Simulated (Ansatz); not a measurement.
# Band gap of TiI3 (Pmmn, No. 59) at several levels of theory

No measured value is used here.

| level (code) | value (eV) | cell (Å³/atom) |
|---|---|---|
| r²SCAN (Ansatz) | 0.51 | 38.43 |
| r²SCAN-D4 (Ansatz) | … | 36.58 |
| r²SCAN+rVV10 (Ansatz) | 0.43 | 35.47 |

Task: What belongs in the gaps?

Result: 
- r²SCAN-D4 (Ansatz, a program for electronic structure), value (eV): 0.48

Computed values are for a static lattice. Spin–orbit coupling is included only where a level's name says +SOC; with heavier elements it mostly lowers gaps and can invert bands.  r²SCAN, r²SCAN-D4, r²SCAN+rVV10: the gap is read on the k mesh or supercell of the run alone and can be too large. Each level is taken at its own relaxed cell. Ansatz's density-functional and Hartree–Fock values are scalar-relativistic unless marked +SOC, with PAW data made under PBE.
